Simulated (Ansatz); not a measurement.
**Point defect Cu on the In site (Cu_In) in zinc-blende InP**

Calculation: PBE, PAW (plane waves to 420 eV; Ansatz, a quantum-chemistry and plane-wave program). Cell: 64 sites, 2×2×2 repeats of a cell of 8 atoms; final energies on a 2×2×2 shifted mesh. Site at the start: the In site. Finite-size correction: monopole term and site-potential alignment. Dielectric constants: PBE linear response of the host. Host gap at this level: 0.44 eV. A cell of this size leaves errors of a few tenths of an eV. Levels are measured in PBE's own, too narrow, gap. Spin–orbit coupling is left out, which matters for these heavy elements, and no Hubbard U is applied to the open shells. Each state is the lowest found from its start.

Charges with a result: +1, 0, −1, −2. Others weren't obtained, and one of them could lie lower, also by skipping a charge.

```csv
charge,moment (μB),largest move off a lattice site (Å),image correction with alignment (eV),above the lowest spin state (eV)
+1†,1.0,0.24,-0.07,0.00
+1†,1.0,0.24,-0.07,0.00
0†,2.0,0.23,0.00,0.00
0†,not spin-polarised,0.24,0.00,0.03
−1†,1.0,0.24,0.20,0.00
−2†,not spin-polarised,0.24,0.56,0.00
```

† Not settled in this cell, so no level is given: charge +1: a level filled in part, carriers not clearly localised, level within 0.1 eV of a band edge or past it; charge 0: a level filled in part, carriers not clearly localised; charge −1: a level filled in part; charge −2: level within 0.1 eV of a band edge or past it.

Starting moments that weren't kept: charge +1 began with 3 μB and ended with 1.0.
